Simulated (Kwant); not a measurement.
Model system: zigzag graphene on boron nitride (staggered potential) ribbon with Kane-Mele spin-orbit coupling. 18 zigzag chains, bond 0.142 nm, hopping 2.7 eV, scattering region 11 nm long; sites with one neighbour are removed; energy swept from -0.712 to 0.712 eV from the neutrality point. Staggered potential ±Δ on the two sublattices, Δ = 0.042 eV. Second-neighbour term iλ/(3√3) ν σz with λ = 0.2 eV, Rashba hopping 0 eV, exchange ±0 eV σz in the scattering region alone; these strengths are model values, not the material's.

The device is made up for the run: typed textbook-type constants, with dimensions and the other settings drawn at random.

Computed with Kwant: nearest-neighbour tight-binding model of a honeycomb sheet with an imaginary second-neighbour term, both spins, coherent transport at 0 K. Conductance is in e²/h.

Question: Is the sheet in its topological phase, how wide is its bulk gap, and what conductance is due inside it?

Answer: At the two valleys the masses are λ ± Δ = 0.242 and 0.158 eV; the bulk gap is 2|λ − Δ| = 0.316 eV. λ > Δ, so the phase is topological, with edge channels that give G = 2. Simulated at 0.0712 eV: 2.00 e²/h.
